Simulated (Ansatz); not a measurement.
# Ti, response to strain

Take Ti in the hcp (Mg type) structure (space group P6_3/mmc, No. 194; a = 2.936 Å, c = 4.640 Å; relaxed with 0.1 eV smearing) as the base. Axes: x lies along a and z along c of the hexagonal cell.

Strains are applied to the cell and any free atomic positions relax; under biaxial strain the out-of-plane vector relaxes too.

Method: r2SCAN, PAW, 500 eV (Ansatz, a first-principles code; spin-orbit coupling left out).

```csv
"biaxial strain, plane normal [001], relaxed out of plane (%)",out-of-plane strain (%)
-3,2.40
-2.5,?
-2,1.58
-1.5,1.18
-1,0.78
-0.5,0.39
0,0.00
```

Question: Fit ε⊥ = −νε + γε² (strains in %) to the rows shown and predict the withheld row.

Answer: Least squares on the printed values gives ν = 0.77 (the biaxial Poisson response) and γ = 0.009 (largest residual 0.00 %); this predicts 1.99 %, and the run gives 1.99 %, in agreement.

No phonon test of stability was made. All final runs are without spin polarisation.
